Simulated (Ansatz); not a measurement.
Ge interstitial in beta Si3N4: one set of geometries, relaxed with PBE, evaluated in Ansatz (PAW, plane waves to 420 eV, 500 eV under r2SCAN) with PBE, r2SCAN.

Cell and caveats: 84-site cell; 2×2×2 shifted k-points; start: void with 6N6Si nearest; charged states image-corrected; corrections pass 1 eV, so highly charged states may be off by several tenths; relaxed from one start, so a lower configuration may exist; flagged in the runs: a doubtful potential alignment, a host whose relaxation on this sampling wasn't shown to rest.

| quantity | PBE | r2SCAN |
|---|---|---|
| host gap (eV) | 4.25 | ___ |
| ε(+2/+1) above the VBM (eV) | 1.46 | ___ |
| ε(+1/0) above the VBM (eV) | 2.83 | ___ |
| largest moment on one atom at charge +1 (μB) | 0.29 | ___ |
| neutral formation energy against germanium (eV) | 5.91 | ___ |
| largest moment on one atom at charge 0 (μB) | 0.00 | ___ |

**Question.** Given the lower rungs, what does r2SCAN give?

**Answer.** 
- host gap (eV), r2SCAN: 4.90
- ε(+2/+1) above the VBM (eV), r2SCAN: 1.51
- ε(+1/0) above the VBM (eV), r2SCAN: 3.18
- largest moment on one atom at charge +1 (μB), r2SCAN: 0.30
- neutral formation energy against germanium (eV), r2SCAN: 6.30
- largest moment on one atom at charge 0 (μB), r2SCAN: 0.00

Ansatz is a quantum-chemistry and plane-wave program.
